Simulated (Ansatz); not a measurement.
**C: response to strain**

Take C in the diamond structure (space group Fd-3m, No. 227; a = 3.532 Å) as the base. Axes: x, y, z lie along the cube axes.

Strains are applied to the cell and any free atomic positions relax; under biaxial strain the out-of-plane vector relaxes too.

Level of theory: Kohn–Sham DFT with the LDA functional, run in Ansatz (an electronic-structure program) with PAW and 420 eV plane waves, no spin-orbit coupling.

```csv
"biaxial strain, plane normal [001], relaxed out of plane (%)",out-of-plane strain (%)
-3,0.83
-2.5,0.69
-2,0.55
-1.5,0.41
-1,?
-0.5,0.13
0,0.00
```

### Question
Fit ε⊥ = −νε + γε² (strains in %) to the rows shown and predict the withheld row.

### Answer
Least squares on the printed values gives ν = 0.27 (the biaxial Poisson response) and γ = 0.003 (largest residual 0.00 %); this predicts 0.27 %, and the run gives 0.27 %, in agreement.

Stability against distortions was not tested.
